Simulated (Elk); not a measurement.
Band structure of YCo₃B₂ (P6/mmm, 6 atoms in the cell).

```
CELL_PARAMETERS angstrom
      5.03287     0.00000     0.00000
     -2.51643     4.35859     0.00000
      0.00000     0.00000     2.92939
ATOMIC_POSITIONS crystal
  Y  0.00000 0.00000 0.00000
  Co 0.50000 0.00000 0.50000
  Co 0.50000 0.50000 0.50000
  Co 0.00000 0.50000 0.50000
  B  0.33333 0.66667 0.00000
  B  0.66667 0.33333 0.00000
```
Moments meant for the start (each program seeds them in its own way; μB, in the order of the atoms Y Co Co Co B B): 0.0 3.0 3.0 3.0 0.0 0.0.

Method of the run: LDA (PW92), all-electron FP-LAPW, Elk's shipped species files, default APW+lo basis (Elk).

Settings: spinpol = true; stype = 0; swidth = 0.00999582 Ha; ngridk = 6 6 9; reducebf = 0.5; rmtscf = 0.87; nempty = 10 per atom; maxscl = 100.

The starting cell comes from a database of computed structures (which also holds hypothetical and non-ambient phases and stackings), without a prior relaxation at this level. The starting moments vanished: the run ended non-magnetic, which need not be the lowest state. Values depend on the basis (sphere radii, cutoffs, local orbitals), which need not be converged.

Levels in eV from the Fermi level, bands 28 to 35 of the first spin channel:
```
point     28     29     30     31     32     33     34    35
-----  -----  -----  -----  -----  -----  -----  -----  ----
Γ      -0.66  -0.66  -0.66  -0.35   0.39   1.02   1.50  1.50
M      -1.12  -1.06  -0.68  -0.48   0.53   1.19   1.49  3.01
K      -1.01  -0.83  -0.83  -0.55   0.56   1.36   1.36  3.80
A      -0.85  -0.84  -0.61  -0.61  -0.46  -0.21  -0.21  0.40
L      -0.76  -0.69  -0.45  -0.19  -0.18   0.05   1.28  2.73
H      -0.97  -0.92  -0.38  -0.38  -0.38   0.19   1.75  3.18
```

Bands cross the Fermi level along this path, so the cell is metallic at this level.

The net moment of the cell came out as 0.00 μB.
